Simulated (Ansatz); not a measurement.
Start from BN in the zinc blende structure (space group F-43m, No. 216; a = 3.624 Å).

Level of theory: PBE/PAW in Ansatz (a quantum-chemistry and plane-wave program), without spin-orbit coupling, earlier PAW set.

Base values:

The density comes out as 3.46 g/cm³. The gap character is indirect, Γ → X. The shortest interatomic distance comes out as 156.9 pm.

It is then changed as follows: Bi takes the place of N on all its sites, then cell and atoms are relaxed.

Tabulated Pauling electronegativity and covalent radius: N 3.04, 0.71 Å; Bi 2.02, 1.48 Å.

Predict the new density.

The density rises by 5.20 g/cm³ to 8.66 g/cm³.

What happens to the gap character?

The gap character goes from indirect, Γ → X to direct at Γ.

Estimate the effect on the shortest interatomic distance.

The shortest interatomic distance grows by 82.3 pm to 239.2 pm.

Spin-orbit coupling, missing from the scalar runs, can matter with Bi. Stability against distortions was not tested. As relaxed here, BiB is a hypothetical phase, not in the database extracts checked.
